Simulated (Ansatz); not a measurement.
Cost and result by functional for the adsorption energy of NH3 on the (000-1) surface of wurtzite GaN (2x2 with 3 H on 4 top atoms; a constructed slab, bottom: 3 H on 4 bottom sites), one in a cell of 36 Å², started at the site 'hollow H', in Ansatz (plane waves, PAW). Single points on the PBE structure, on one kind of machine; costs are rough ratios of the slab run's core time (references not counted) to the cheapest single point. r2SCAN's cost holds its higher cutoff (500 against 420 eV). Differences are taken against r2SCAN for comparison alone: no measured value is at hand, so the table doesn't rank accuracy.

Host crystal: wurtzite GaN, with a band gap (PBE, scalar-relativistic without spin-orbit coupling).

Slab: 50 atoms, 13.8 Å thick at the start with caps and adatoms under the adsorbate (thin: gaps and levels are the slab's own); k 4x4x1, smearing 0.01 eV, dipole-corrected; 19 atoms held, the rest relaxed; no symmetry held; no spin, no spin-orbit, no U, no dispersion correction. At the end no host atom lies within bonding distance. In PBE it is, or lies within 0.03 eV of, the lowest of the starts that converged. These notes are the PBE run's. Adsorption energies are against NH3(g). A negative adsorption energy means that the adsorbate is more stable on the surface than in its reference.

```
functional                     relative cost  adsorption energy (eV)  less r2SCAN (eV)
-----------------------------  -------------  ----------------------  ----------------
RPBE                                       1                   -0.17              0.17
r2SCAN                                     2                   -0.34              0.00
PBE (the relaxed run's value)              –                   -0.30              0.05
```

The values span 0.17 eV, while the single points' costs differ by a factor of roughly 2. Differences are of unrounded values.

Ansatz is an electronic-structure program.
